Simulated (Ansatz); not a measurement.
Consider SiC (space group P6_422, No. 181; a = 3.0657 Å, c = 7.0310 Å; a hypothetical phase, not in the database extracts checked). Axes: x lies along a and z along c of the hexagonal cell.

Perturbation: tensile biaxial strain of 3.65 % in the plane normal to [001], as in epitaxy on a mismatched substrate; the out-of-plane cell vector and the atoms relax.

Levels (all Ansatz, a first-principles code, PAW): PBEsol (420 eV, spin-orbit coupling left out); HSE06 (420 eV, scalar-relativistic without spin-orbit coupling).

The geometry is relaxed with PBEsol.

```
Property          Result
---------------  -------
PBEsol band gap  0.89 eV
```

With HSE06 at the same geometry, the band gap goes up by 0.883 eV, from 0.89 eV to 1.78 eV.

Single points use the geometry relaxed with PBEsol. HSE06 gaps are upper bounds (no full band path). Whether these cells are dynamically stable was not tested. The base started in P3_121 and relaxed to P6_422 at this level.
